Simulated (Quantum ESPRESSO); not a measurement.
A user runs Quantum ESPRESSO on PtPb (P6_3/mmc, 4 atoms in the cell) and asks whether the run is sound. The aim is a self-consistent single point with DFT, LDA (PZ), plane waves, GBRV 1.5 ultrasoft (LDA) pseudopotentials.

Cell that was meant: a = 3.8735 Å, b = 3.8736 Å, c = 7.2291 Å, α = 90.00°, β = 90.00°, γ = 120.00°.

Part of the input:

```fortran
    occupations = 'smearing'
    smearing = 'mp'
    degauss = 0.0073499
    tot_charge = -1
/
&ELECTRONS
    conv_thr = 1.0e-11
```

Log, with long lists cut:

```
     Message from routine setup:
     using ibrav=0 with symmetry is DISCOURAGED, use correct ibrav instead
     G-vector sticks info
   [... lines left out ...]
        k(    2) = (   0.0000000   0.0000000   0.1071653), wk =   0.0066116
        k(    3) = (   0.0000000   0.0000000   0.2143307), wk =   0.0066116
   [... 45 lines left out ...]

     Dense  grid:    61157 G-vectors     FFT dimensions: (  45,  45,  80)

     Smooth grid:    21661 G-vectors     FFT dimensions: (  30,  30,  60)

     Initial potential from superposition of free atoms

     starting charge      58.9964, renormalised to      61.0000

     negative rho (up, down):  4.080E-01 0.000E+00
     Self-consistent Calculation

     iteration #  1     ecut=    40.00 Ry     beta= 0.40

     negative rho (up, down):  3.830E-01 0.000E+00

     total energy              =    -747.59455822 Ry
     estimated scf accuracy    <       3.36118361 Ry

     iteration #  2     ecut=    40.00 Ry     beta= 0.40

     negative rho (up, down):  3.837E-01 0.000E+00

     total energy              =    -748.49302119 Ry
     estimated scf accuracy    <       0.92008431 Ry

     iteration #  3     ecut=    40.00 Ry     beta= 0.40

     negative rho (up, down):  3.796E-01 0.000E+00

     total energy              =    -748.61739580 Ry
     estimated scf accuracy    <       0.02049937 Ry

   [... 7 blocks of this kind left out ...]

     iteration # 11     ecut=    40.00 Ry     beta= 0.40
     c_bands:  1 eigenvalues not converged

     negative rho (up, down):  3.778E-01 0.000E+00

     total energy              =    -748.62191099 Ry
     estimated scf accuracy    <          2.5E-11 Ry

     iteration # 12     ecut=    40.00 Ry     beta= 0.40

     negative rho (up, down):  3.778E-01 0.000E+00
     End of self-consistent calculation

     the Fermi energy is    13.9632 ev

!    total energy              =    -748.62191099 Ry
     estimated scf accuracy    <          8.7E-12 Ry
     smearing contrib. (-TS)   =       0.00009010 Ry
     internal energy E=F+TS    =    -748.62200109 Ry

     convergence has been achieved in  12 iterations

     negative rho (up, down):  3.778E-01 0.000E+00

     Forces acting on atoms (cartesian axes, Ry/au):

     atom    1 type  1   force =    -0.00000000   -0.00000000   -0.00000000
   [... zero for the other atoms too ...]

     Total force =     0.000000     Total SCF correction =     0.000000

     negative rho (up, down):  3.778E-01 0.000E+00
          total   stress  (Ry/bohr**3)                   (kbar)     P=      258.97
   0.00177154  -0.00000000  -0.00000000          260.60       -0.00       -0.00
  -0.00000000   0.00177154   0.00000000           -0.00      260.60        0.00
   0.00000000   0.00000000   0.00173819            0.00        0.00      255.70

   JOB DONE.
```

Q: Is this run sound? If not, what is wrong?

A: The run is not sound. The fault is an unintended net charge. A charged periodic cell changes the electron count and is neutralised by a uniform background, so energy, forces and pressure belong to another system. To fix it, remove the charge. The run converged in 12 iterations without an error; against the sound input the pressure goes from -8.05 to 25.90 GPa. The full log also holds: “c_bands:  2 eigenvalues not converged”.

An input that runs soundly differs in these lines (not the only fix; some lines may just follow from the change or write a value another way):
```diff
-    tot_charge = -1
```

With that input, the run converged in 12 iterations: free energy E − TS -10199.1610 eV; Fermi level (on the code's own zero) 13.32 eV; pressure -8.05 GPa (DFT, LDA (PZ), plane waves, GBRV 1.5 ultrasoft (LDA) pseudopotentials).

On the sound input: the starting cell comes from a database of computed structures (which also holds hypothetical and non-ambient phases and stackings), without a prior relaxation at this level. Spin-orbit coupling is off. Spin polarisation is off. With a pressure of about -8 GPa the cell is away from its equilibrium volume at this level.
